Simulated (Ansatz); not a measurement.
# WGe in the rock salt structure (space group Fm-3m, No. 225; a hypothetical phase, not in the database extracts checked)

```cif
data_GeW
_chemical_formula_sum 'Ge1 W1'
_space_group_name_H-M_alt 'P 1'
_space_group_IT_number 1
_cell_length_a 3.62155
_cell_length_b 3.62155
_cell_length_c 3.62155
_cell_angle_alpha 60.000
_cell_angle_beta 60.000
_cell_angle_gamma 60.000
loop_
_space_group_symop_operation_xyz
  'x, y, z'
loop_
_atom_site_label
_atom_site_type_symbol
_atom_site_fract_x
_atom_site_fract_y
_atom_site_fract_z
_atom_site_occupancy
Ge1 Ge 0.00000 0.00000 0.00000 1
W1 W 0.50000 0.50000 0.50000 1
```

The values are results of DFT with r2SCAN, PAW potentials and a 500 eV plane-wave cutoff in Ansatz (a quantum-chemistry and plane-wave program), no spin-orbit coupling, not measurements. Γ-centred 16×16×16 mesh, Fermi–Dirac width 0.05 eV.

```yaml
volume_per_atom: 16.79 Å³
density: 12.68 g/cm³
band_gap: zero
total_energy: -7349.165 eV/atom (σ→0; compares only within this code and set-up)
```

Whether these cells are dynamically stable was not tested. The final runs are not spin-polarised. WGe has a high density of states at the Fermi level and may be magnetic at this level.
